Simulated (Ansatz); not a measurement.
Consider the energy of one form of TiAl3 over another. The value is E(A) − E(B), in meV per atom.

A: TiAl3 (I4/mmm), 8 atoms in the cell; this is a cell whose start was taken from, or built on, an entry of a structure database, and that this text hasn't matched to a measured one; spin state with PBE: run without spin, k-point mesh 12×12×12 on the run's own vectors.
```yaml
crystal:
  lattice:
    - [0.00000, -3.89904, 0.00000]
    - [3.89904, 0.00000, 0.00000]
    - [-1.94952, 1.94952, 8.33237]
  atoms:
    - { symbol: Ti, position: [0.88083, 0.88083, 0.76166] }
    - { symbol: Ti, position: [0.11917, 0.11917, 0.23834] }
    - { symbol: Al, position: [0.50000, 0.00000, 0.00000] }
    - { symbol: Al, position: [0.00000, 0.50000, 0.00000] }
    - { symbol: Al, position: [0.25000, 0.75000, 0.50000] }
    - { symbol: Al, position: [0.75000, 0.25000, 0.50000] }
    - { symbol: Al, position: [0.62483, 0.62483, 0.24967] }
    - { symbol: Al, position: [0.37517, 0.37517, 0.75033] }
```

B: TiAl3 (I4/mmm), 4 atoms in the cell; spin state with PBE: run without spin, k-point mesh 14×14×14 on the run's own vectors.
```xyz
4
Lattice="3.8483 0.0000 0.0000 0.0000 3.8483 0.0000 -1.9242 -1.9242 4.3058" Properties=species:S:1:pos:R:3 pbc="T T T"
Ti     0.0000     0.0000     0.0000
Al     1.9242     1.9242     0.0000
Al     1.9242     0.0000     2.1529
Al     0.0000     1.9242     2.1529
```

All numbers come from Ansatz (a first-principles code), plane waves with PAW, its PAW set soft_1, cutoff 420 eV, 500 eV for r2SCAN. The structures are at rest with PBE; other levels are single points on them. Neutral cells; Fermi-Dirac smearing of at most 0.10 eV in the solids, energies taken to zero width. The lattices are those relaxed with PBE, so at other levels the solids can be strained, which adds to the spread. A dispersion term (D3(BJ), or D4 for r2SCAN) was computed beside these levels and is taken off wherever the name lacks it. Space groups of crystals are read within 0.01 Å. Static lattices, no vibrational contributions. No structure search was made; lower ones may exist.

Predict the value from PBE.

-5 meV/atom for A less B, so TiAl3 (I4/mmm) (A) lies lower.

List the value at the remaining levels and say how far they part.


```csv
Method,value (meV/atom),less PBE
r2SCAN,-9,-4
```

The levels shown span only 4 meV/atom, too little to tell them apart.
